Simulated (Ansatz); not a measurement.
Pt (Im-3m, No. 229, 1 atom in the cell; start mp-2646979; another form than the element's usual one), treated with PBEsol (PAW; Ansatz, a first-principles code).

Run with plane-wave cutoff 520 eV, 24×24×24 k mesh, Fermi–Dirac smearing 0.05 eV, scalar-relativistic PAW data made under PBE.

Cell (relaxed at this level):

Pt is modelled in the cubic space group Im-3m (No. 229), the bcc (W type) structure, Pearson symbol cI2. Conventional cell: a = b = c = 3.121 Å, α = β = γ = 90.00°. Pt on 2a has 8 Pt at 2.703 Å and 6 Pt at 3.121 Å. (Neighbours: up to the widest gap in distance over summed covalent radii, below 1.35, at either atom.)
(The calculation used a cell of 1 atom; values per cell refer to that cell.)

Question: Estimate the bulk modulus B0 that the calculation returns.

Answer: 
- bulk modulus B0 = 277 GPa

The run finds no gap.

Note: the bulk modulus is −V dP/dV from two relaxed cells at ±2 % in volume; the relaxation could not lower the start's symmetry, so the cell can be a saddle point above a distorted one.

Spin–orbit coupling is not included.

Static lattice: no zero-point or thermal effects.

The result took around 28 core-seconds (rough).

A start named mp-… is a Materials Project structure, which need not be a measured phase.
